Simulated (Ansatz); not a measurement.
Consider La$_{2}$O$_{3}$ (space group P-3m1, No. 164).

```yaml
crystal:
  lattice:
    - [3.93527, 0.00000, 0.00000]
    - [-1.96764, 3.40805, 0.00000]
    - [0.00000, 0.00000, 6.12627]
  atoms:
    - { symbol: La, position: [0.33333, 0.66667, 0.24614] }
    - { symbol: La, position: [0.66667, 0.33333, 0.75386] }
    - { symbol: O, position: [0.00000, 0.00000, 0.00000] }
    - { symbol: O, position: [0.33333, 0.66667, 0.64612] }
    - { symbol: O, position: [0.66667, 0.33333, 0.35388] }
```

The values are results of r2SCAN (Ansatz, a quantum-chemistry and plane-wave program, PAW, no spin-orbit coupling), not measurements.

For the base:

The band gap is 4.23 eV. The density is 6.58 g/cm³.

Modification: a hydrostatic pressure of 9 GPa.

Task: What happens to the band gap and density?

Result: The band gap falls by 0.02 eV (4.23 eV → 4.21 eV); the density increases by 0.47 g/cm³, from 6.58 g/cm³ to 7.05 g/cm³.

Load acts through the strain it causes; cell and atoms are relaxed under it. No phonon test of stability was made. No other phases were tried under pressure.
